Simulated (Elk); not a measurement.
**A self-consistent single point of TePd (F-43m, 2 atoms in the cell) with Elk**

Method of the run: PBE, all-electron FP-LAPW, Elk's shipped species files, APW+lo basis with extra local orbitals (Elk 10.2.4).

The input file:

```
tasks
  0

xctype
  20

rgkmax
  8.0

gmaxvr
  14.0

nxlo
  2

lorbcnd
  .true.

rmtscf
  0.91

lmaxi
  2

swidth
  0.00367493

maxscl
  100

scale
  8.257524216

avec
    0.0000000000    0.7071067812    0.7071067812
    0.7071067812    0.0000000000    0.7071067812
    0.7071067812    0.7071067812    0.0000000000

sppath
  './'

atoms
  2
  'Te.in'
  1
  0.2500000000  0.2500000000  0.2500000000    0.0 0.0 0.0
  'Pd.in'
  1
  0.0000000000  0.0000000000  0.0000000000    0.0 0.0 0.0

ngridk
  5 5 5
```

Output, abridged:

```
│ Elk code version 10.2.4 │

All units are atomic (Hartree, Bohr, etc.)

│ Ground-state run starting from atomic densities │

Lattice vectors :
   0.000000000       5.838951369       5.838951369
   5.838951369       0.000000000       5.838951369
   5.838951369       5.838951369       0.000000000

Unit cell volume      :    398.1388614
Brillouin zone volume :   0.6230243704

Muffin-tin inner radius fraction :   0.1000000000E-01

Nuclei treated as point charges

Species :    1 (Te)
 parameters loaded from : Te.in
 name : tellurium
 nuclear charge    :   -52.00000000
 electronic charge :    52.00000000
 atomic mass :    232600.5707
 muffin-tin radius :    2.366000000
 number of radial points in muffin-tin :    597
 atomic positions (lattice), magnetic fields (Cartesian) :
   1 :   0.00000000  0.00000000  0.00000000    0.00000000  0.00000000  0.00000000

Species :    2 (Pd)
 parameters loaded from : Pd.in
 name : palladium
 nuclear charge    :   -46.00000000
 electronic charge :    46.00000000
 atomic mass :    193991.7925
 muffin-tin radius :    2.366000000
 number of radial points in muffin-tin :    497
 atomic positions (lattice), magnetic fields (Cartesian) :
   1 :   0.75000000  0.75000000  0.75000000    0.00000000  0.00000000  0.00000000

Total number of atoms per unit cell :    2

Spin treatment :
 spin-unpolarised

Number of Bravais lattice symmetries :   48
Number of crystal symmetries         :   24
Crystal has no inversion symmetry
Complex Hermitian eigensolver will be used

k-point grid :      5     5     5
k-point offset :    0.000000000       0.000000000       0.000000000
k-point set is reduced with full crystal symmetry group
Total number of k-points :       14

Muffin-tin radius times maximum |G+k| :    8.000000000
 using average radius
Maximum |G+k| for APW functions       :    3.381234150
Maximum (1/2)|G+k|²                   :    5.716372190
Maximum |G| for potential and density :    14.00000000
 potential will be trimmed for |G| > 2 gkmax
Constant for pseudocharge density :    8
Radial integration step length :    4

G-vector grid sizes :     40    40    40
Number of G-vectors :    18499

Maximum angular momentum used for
 APW functions                      :    8
 outer part of muffin-tin           :    6
 inner part of muffin-tin           :    2

Total nuclear charge    :   -98.00000000
Total core charge       :    64.00000000
Total valence charge    :    34.00000000
Total excess charge     :    0.000000000
Total electronic charge :    98.00000000

Effective Wigner radius, rₛ :   0.9898589064

Number of empty states         :    8
Total number of valence states :   25
Total number of core states    :   64

Conduction state local-orbitals added automatically
Total number of local-orbitals :  163

Exchange-correlation functional :     20     0     0
 Perdew-Burke-Ernzerhof, Phys. Rev. Lett. 77, 3865 (1996)
 gradient requirement :    1
 generalised gradient approximation (GGA)

Smearing type :    3
 Fermi-Dirac
Smearing width :   0.3674930000E-02
Effective electronic temperature (K) :    1160.451112

Mixing type :    3
 Broyden mixing, J. Phys. A: Math. Gen. 17, L317 (1984)

Kohn-Sham potential initialised from atomic data

│ Self-consistent loop started │
│ Loop number : 1 │
 total energy                :     -11826.2796208
│ Loop number : 2 │
 total energy                :     -11827.4036803
RMS change in Kohn-Sham potential (target) :   0.3869257105     (  0.1000000000E-05)
Absolute change in total energy (target)   :    1.124059575     (  0.1000000000E-03)
│ Loop number : 3 │
 total energy                :     -11834.0746759
RMS change in Kohn-Sham potential (target) :   0.2639065541     (  0.1000000000E-05)
Absolute change in total energy (target)   :    6.952010444     (  0.1000000000E-03)
│ Loop number : 4 │
 total energy                :     -11837.1404375
RMS change in Kohn-Sham potential (target) :   0.1988800153     (  0.1000000000E-05)
Absolute change in total energy (target)   :    4.803764243     (  0.1000000000E-03)
│ Loop number : 5 │
 total energy                :     -11840.3300862
RMS change in Kohn-Sham potential (target) :   0.1127152346     (  0.1000000000E-05)
Absolute change in total energy (target)   :    4.390589734     (  0.1000000000E-03)
│ Loop number : 6 │
 total energy                :     -11842.8714709
RMS change in Kohn-Sham potential (target) :   0.3590552823E-01 (  0.1000000000E-05)
Absolute change in total energy (target)   :    3.639032116     (  0.1000000000E-03)
│ Loop number : 7 │
 total energy                :     -11844.0970297
RMS change in Kohn-Sham potential (target) :   0.2686018794E-02 (  0.1000000000E-05)
Absolute change in total energy (target)   :    2.135316830     (  0.1000000000E-03)
│ Loop number : 8 │
 total energy                :     -11844.1562037
RMS change in Kohn-Sham potential (target) :   0.9576334377E-03 (  0.1000000000E-05)
Absolute change in total energy (target)   :   0.5930032595     (  0.1000000000E-03)
│ Loop number : 9 │
 total energy                :     -11844.1721152
RMS change in Kohn-Sham potential (target) :   0.2947896910E-03 (  0.1000000000E-05)
Absolute change in total energy (target)   :   0.1641622656     (  0.1000000000E-03)
│ Loop number : 10 │
 total energy                :     -11844.1818105
RMS change in Kohn-Sham potential (target) :   0.6122230482E-04 (  0.1000000000E-05)
Absolute change in total energy (target)   :   0.5073584422E-01 (  0.1000000000E-03)
│ Loop number : 11 │
 total energy                :     -11844.1840325
RMS change in Kohn-Sham potential (target) :   0.4294428937E-04 (  0.1000000000E-05)
Absolute change in total energy (target)   :   0.1490595554E-01 (  0.1000000000E-03)
│ Loop number : 12 │
 total energy                :     -11844.1835805
RMS change in Kohn-Sham potential (target) :   0.1033064242E-04 (  0.1000000000E-05)
Absolute change in total energy (target)   :   0.3274567634E-02 (  0.1000000000E-03)
│ Loop number : 13 │
 total energy                :     -11844.1829797
RMS change in Kohn-Sham potential (target) :   0.4049313451E-05 (  0.1000000000E-05)
Absolute change in total energy (target)   :   0.2177973929E-03 (  0.1000000000E-03)
│ Loop number : 14 │
 total energy                :     -11844.1825911
RMS change in Kohn-Sham potential (target) :   0.7864603867E-06 (  0.1000000000E-05)
Absolute change in total energy (target)   :   0.3341169158E-03 (  0.1000000000E-03)
│ Loop number : 15 │
 total energy                :     -11844.1825234
RMS change in Kohn-Sham potential (target) :   0.2582538107E-06 (  0.1000000000E-05)
Absolute change in total energy (target)   :   0.1512568542E-03 (  0.1000000000E-03)
│ Loop number : 16 │
 total energy                :     -11844.1825331
RMS change in Kohn-Sham potential (target) :   0.1142964155E-06 (  0.1000000000E-05)
Absolute change in total energy (target)   :   0.2810292790E-04 (  0.1000000000E-03)
Convergence targets achieved

│ Loop number : 17 │

Energies :
 Fermi                       :     0.167960984977
 sum of eigenvalues          :     -7153.20904607
 electron kinetic            :      12457.5097046
 core electron kinetic       :      12117.8152986
 Coulomb                     :     -23981.1629521
 Coulomb potential           :     -19192.6891801
 nuclear-nuclear             :     -956.187951841
 electron-nuclear            :     -26857.2608205
 Hartree                     :      3832.28582022
 Madelung                    :     -14384.8183621
 xc potential                :     -418.029570599
 exchange                    :     -315.324687053
 correlation                 :     -5.20179153437
 electron entropic           :    -0.280692139072E-02
 total energy                :     -11844.1825330

Density of states at Fermi energy :    65.87086620
 (states/Hartree/unit cell)

Estimated indirect band gap :   0.3431051899E-02
 from k-point      5 to k-point     13
Estimated direct band gap   :   0.3178185968E-01
 at k-point     12

Charges :
 core                        :    64.00000000
 valence                     :    34.00000000
 interstitial                :    4.375552788
 muffin-tins (core leakage)
  species :    1 (Te)
   atom    1                 :    49.16611184     (  0.1467838352E-02)
  species :    2 (Pd)
   atom    1                 :    44.45833537     (  0.3774028912E-07)
 total in muffin-tins        :    93.62444721
 total calculated charge     :    98.00776659
 total charge                :    98.00000000
 error                       :   0.7766587924E-02

│ Self-consistent loop stopped │
```

The run converged in 17 iterations. The count includes the last loop, which Elk runs after its targets are met.

The starting cell was generated: these elements placed on a structure prototype, without a prior relaxation; it need not be a known phase or ordering of this composition. Its lattice was rescaled by a random factor within 2.5 % of one. Spin-orbit coupling is off. Spin polarisation is off. Values depend on the basis (sphere radii, cutoffs, local orbitals), which need not be converged. The log's line on a gap gives a spacing of levels on this mesh, which the program prints for metals too.
